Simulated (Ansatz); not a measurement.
The starting structures come from a database of crystals and need not be the phases stable at ambient conditions.

 Where the default PAW files enter, the runs use the earlier of Ansatz's two default sets.

Evanescent states of Y2C(NO)2 (P-3m1, not sure to be the ambient phase, 7 atoms a cell, 13.8 Å³ an atom) along the normal of (001)

These are r2SCAN (plane waves, PAW; Ansatz, a quantum-chemistry and plane-wave program) values and carry that method's errors.

The gap is the functional's own. No spin-orbit coupling. Mid-gap values are interpolated on the energy grid.

Energies count from the valence-band top; κ is the least over a 12×12 mesh across the current.

```json
[
 {"E (eV)": "0.10", "κ (1/Å)": "0.157", "where": "off Γ"},
 {"E (eV)": "0.32", "κ (1/Å)": "0.230", "where": "off Γ"},
 {"E (eV)": "0.53", "κ (1/Å)": "0.272", "where": "off Γ"},
 {"E (eV)": "0.73", "κ (1/Å)": "0.304", "where": "off Γ"},
 {"E (eV)": "0.94", "κ (1/Å)": "0.327", "where": "off Γ"},
 {"E (eV)": "1.16", "κ (1/Å)": "(withheld)", "where": "off Γ"},
 {"E (eV)": "1.36", "κ (1/Å)": "(withheld)", "where": "off Γ"},
 {"E (eV)": "1.57", "κ (1/Å)": "(withheld)", "where": "off Γ"},
 {"E (eV)": "1.78", "κ (1/Å)": "0.382", "where": "off Γ"},
 {"E (eV)": "2.00", "κ (1/Å)": "(withheld)", "where": "off Γ"},
 {"E (eV)": "2.21", "κ (1/Å)": "(withheld)", "where": "off Γ"},
 {"E (eV)": "2.42", "κ (1/Å)": "(withheld)", "where": "off Γ"},
 {"E (eV)": "2.62", "κ (1/Å)": "(withheld)", "where": "off Γ"},
 {"E (eV)": "2.83", "κ (1/Å)": "(withheld)", "where": "off Γ"},
 {"E (eV)": "3.04", "κ (1/Å)": "(withheld)", "where": "off Γ"},
 {"E (eV)": "3.25", "κ (1/Å)": "(withheld)", "where": "off Γ"},
 {"E (eV)": "3.46", "κ (1/Å)": "0.382", "where": "Γ"},
 {"E (eV)": "3.67", "κ (1/Å)": "0.354", "where": "Γ"},
 {"E (eV)": "3.88", "κ (1/Å)": "0.317", "where": "Γ"},
 {"E (eV)": "4.09", "κ (1/Å)": "0.264", "where": "Γ"},
 {"E (eV)": "4.30", "κ (1/Å)": "0.161", "where": "Γ"}
]
```

Q: Fill in the missing entries.

A: 
- 1.16, κ (1/Å): 0.345
- 1.36, κ (1/Å): 0.360
- 1.57, κ (1/Å): 0.372
- 2.00, κ (1/Å): 0.390
- 2.21, κ (1/Å): 0.395
- 2.42, κ (1/Å): 0.399
- 2.62, κ (1/Å): 0.401
- 2.83, κ (1/Å): 0.402
- 3.04, κ (1/Å): 0.401
- 3.25, κ (1/Å): 0.399
